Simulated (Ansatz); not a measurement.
Base system: LiBr in the wurtzite structure (space group P6_3mc, No. 186; a = 4.136 Å, c = 6.620 Å; a cell from a computed database, its experimental status unchecked).

Computed with PBEsol in Ansatz (plane waves to 420 eV, PAW, spin-orbit coupling left out), earlier PAW set.

For the base:

```
Quantity                             Value
-----------------------------  -----------
Width of the top valence band      0.95 eV
Gap character                  direct at Γ
Band gap                           4.82 eV
Pressure                          0.00 GPa
```

Perturbation: every lattice vector is shortened by 1.29 %; the atoms relax in the strained cell.

Problem. Predict the new width of the top valence band.

Solution. The width of the top valence band rises by 0.061 eV to 1.02 eV.

Problem. Predict the new gap character.

Solution. The gap character is still direct at Γ.

Problem. What happens to the band gap?

Solution. The band gap grows by 0.10 eV, from 4.82 eV to 4.92 eV.

Problem. What happens to the energy relative to the base?

Solution. The energy rises by 2.5 meV/atom.

Problem. What happens to the pressure?

Solution. The pressure (mean of the normal stresses, compression positive) goes from zero to 0.88 GPa.

Stability against distortions was not tested. This is not the structure that LiBr has at room temperature and ambient pressure.

Ansatz is an electronic-structure program.
